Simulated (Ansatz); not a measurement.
Consider AlRu in the CsCl type structure (space group Pm-3m, No. 221; a = 3.004 Å).

The values are results of PBE (Ansatz, a program for electronic structure; PAW; 420 eV plane waves; no spin-orbit coupling), not measurements.

One change was made to it. Results:

| quantity | base | after |
|---|---|---|
| density | 7.85 g/cm³ | 8.17 g/cm³ |
| shortest interatomic distance | 2.601 Å | 2.566 Å |

Task: Which of these changes matches the shifts?
A. pressure 30 GPa
B. pressure 9 GPa
C. pressure −2 GPa
D. pressure 2.1 GPa

Result: B, pressure 9 GPa. For comparison, the density in the other runs: pressure 2.1 GPa gives 7.93 g/cm³; pressure 30 GPa gives 8.80 g/cm³; pressure −2 GPa gives 7.77 g/cm³.

Load acts through the strain it causes; cell and atoms are relaxed under it. Whether these cells are dynamically stable was not tested. Competing high-pressure phases were not computed. All final runs are without spin polarisation.
